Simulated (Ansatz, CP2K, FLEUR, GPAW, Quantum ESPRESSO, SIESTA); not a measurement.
**One structure in several programs: Mg2Zn (C2/m, 6 atoms in the cell)**

Self-consistent single point, at a second geometry (lattice scaled by 0.98). First geometry:

```
Mg2Zn
1.0
    5.68621    -1.60732     0.00000
    5.68621     1.60732     0.00000
   -1.79542     0.00000     6.24794
Mg Zn
4 2
Cartesian
  1.65207   0.00000   0.57700
  7.92493   0.00000   5.67094
  8.97586   0.00000   2.74672
  0.60115   0.00000   3.50122
  5.18972   0.00000   1.38504
  4.38729   0.00000   4.86290
```

Shared settings, as Ansatz (an electronic-structure program) writes them: kpoints.mp_grid.grid = 5 5 3; scf.occupations.method = gaussian; scf.occupations.width = 0.0073 Ry. Potentials and cutoffs stand in the table.

| code | model | ΔF from the first geometry (meV/atom) | pressure (GPa) | largest force (eV/Å) | cutoff |
|---|---|---|---|---|---|
| Ansatz | PBEsol, PAW files made with PBE | 10.8 | 3.23 | 0.207 | 30.9 Ry |
| CP2K | PBEsol, GPW, DZVP-MOLOPT-SR-GTH basis, GTH-PBE potentials (GTH_POTENTIALS) | 25.5 | 5.46 | 0.462 | grid 1000 Ry |
| GPAW | PBEsol, GPAW PAW datasets PBEsol (made by gpaw-setup) | 10.9 | 3.30 | 0.210 | 800 eV |
| SIESTA | GGA PBEsol, numerical atomic orbitals DZP, PseudoDojo PBEsol standard norm-conserving potentials (rewritten from UPF to PSML) | 7.7 | 3.19 | 0.319 | grid 300 Ry |
| Quantum ESPRESSO | PBEsol, SSSP 1.1.2 efficiency (PBE) pseudopotentials | 10.5 | 2.99 | 0.202 | 50 Ry |
| FLEUR | PBEsol, all-electron FLAPW (FLEUR), scalar-relativistic valence | – | – | 0.208 | Kmax 4.1 1/bohr |

Size of the force on each atom (eV/Å): Sizes of forces hide their directions.

| code | Mg1 | Mg2 | Mg3 | Mg4 | Zn5 | Zn6 |
|---|---|---|---|---|---|---|
| Ansatz | 0.202 | 0.202 | 0.207 | 0.207 | 0.095 | 0.095 |
| CP2K | 0.186 | 0.186 | 0.462 | 0.462 | 0.083 | 0.083 |
| GPAW | 0.207 | 0.207 | 0.210 | 0.210 | 0.096 | 0.096 |
| SIESTA | 0.259 | 0.259 | 0.319 | 0.319 | 0.272 | 0.272 |
| Quantum ESPRESSO | 0.193 | 0.193 | 0.202 | 0.202 | 0.097 | 0.097 |
| FLEUR | 0.204 | 0.204 | 0.208 | 0.208 | 0.098 | 0.098 |

A dash marks a value that a program does not give, or that is left out as unsure.

The spread over the programs that give each value: ΔF from the first geometry within 17.8 meV/atom; pressure within 2.47 GPa; largest force within 0.260 eV/Å.

CP2K and SIESTA use small atom-centred bases, whose incompleteness enters pressures, forces and empty levels differently from a plane-wave cutoff. FLEUR treats all electrons, but the usual bases taken here (sphere radii, linearisation, local orbitals, empty states) were not tested for convergence, so the values are no reference for the others. Ansatz's pressure is given at a fixed set of plane waves, as the other plane-wave codes print theirs; with its correction for the finite basis it is 3.26 GPa. In the pressure, CP2K (by 2.23) lies more than 1 GPa from the median of the plane-wave programs. In the force vectors, CP2K (by 0.299) and SIESTA (by 0.351) lie more than 0.08 eV/Å from the median of the plane-wave programs.

The shared mesh is coarse (it stands for a supercell whose shortest vector is 16 Å), so the values are not converged in it.

The starting cell comes from a database of computed structures (which also holds hypothetical and non-ambient phases and stackings), without a prior relaxation at this level. For this run, on top of that: lattice scaled by 0.98.

Left out of this page: Elk (not drawn, or without a comparable value).

Keys are those of Ansatz 0.2.
